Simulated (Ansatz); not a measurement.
Defect: P vacancy in zinc-blende BP, charge state +1. The step: one B neighbour of the other sublattice jumps into the vacancy and becomes an antisite; the atom moves 2.56 Å along (0.32, 0.32, -0.32) of the unit cell; from a vacant P site with 4 nearest neighbours to a vacant B site with 4 nearest neighbours, B on the P site 1.97 Å away; the moving atom starts with neighbours 3 P at 1.92 Å and ends with 3 B at 1.75 Å. A PBE band in Ansatz (plane-wave PAW, a 2×2×2 k-point mesh shifted by half a step, 64 host sites, 27 SCF runs with any check of the saddle's order, static, no finite-size correction) gives a forward barrier of 2.53 eV. The saddle point's order was not checked, and it lies on a symmetry element of the cell, where a band can be held. The charge state is imposed; whether it is stable for some Fermi level was not computed. Forms of the defect that were not tried may lie lower.

Single points at the band's start and saddle point can refine it. Rough cost of one point, in units of the band's mean SCF on the same machine:

```csv
Level,Cost of one point
"PBE, a 3×3×3 k-point mesh shifted by half a step",about 4
"r2SCAN at 500 eV, a 2×2×2 k-point mesh shifted by half a step",about 3
```

Question: Which of these move the barrier by more than 0.1 eV, and how far does each move it?

Answer: PBE, a 3×3×3 k-point mesh shifted by half a step: -0.05 eV; r2SCAN at 500 eV, a 2×2×2 k-point mesh shifted by half a step: +0.38 eV. Each functional is compared with PBE at the same k-points.

Ansatz is a first-principles code.
